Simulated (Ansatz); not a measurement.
Take WSe2 in the 2H-MoS2 type structure (space group P6_3/mmc, No. 194; a = 3.2790 Å, c = 12.7858 Å; layered, stacked along the Cartesian z axis) as the base.

The values are results of Ansatz (a first-principles code) PBE-D3(BJ), without spin-orbit coupling, earlier PAW set, not measurements.

Now apply this change: S takes the place of Se on all its sites; the structure is relaxed again.

Measured band gap: WSe2 1.2 eV (room temperature; as listed in Carlos M. O. Bastos et al., Physical Review Materials (2019)); WS2 1.35 eV (room temperature; as listed in Carlos M. O. Bastos et al., Physical Review Materials (2019)).

Measured lattice parameter a: WSe2 3.282 Å (room temperature; as listed in arXiv:1605.07067); WS2 3.153 Å (room temperature; as listed in arXiv:1605.07067).

Q: How well does PBE-D3(BJ) reproduce the measured shift?

A: With PBE-D3(BJ) the band gap moves by +0.01 eV (0.87 → 0.88) against +0.15 eV measured; the lattice parameter a moves by -0.125 Å (3.279 → 3.154) against -0.129 Å measured.

Spin-orbit coupling, missing from the scalar runs, can matter with W. Whether these cells are dynamically stable was not tested.
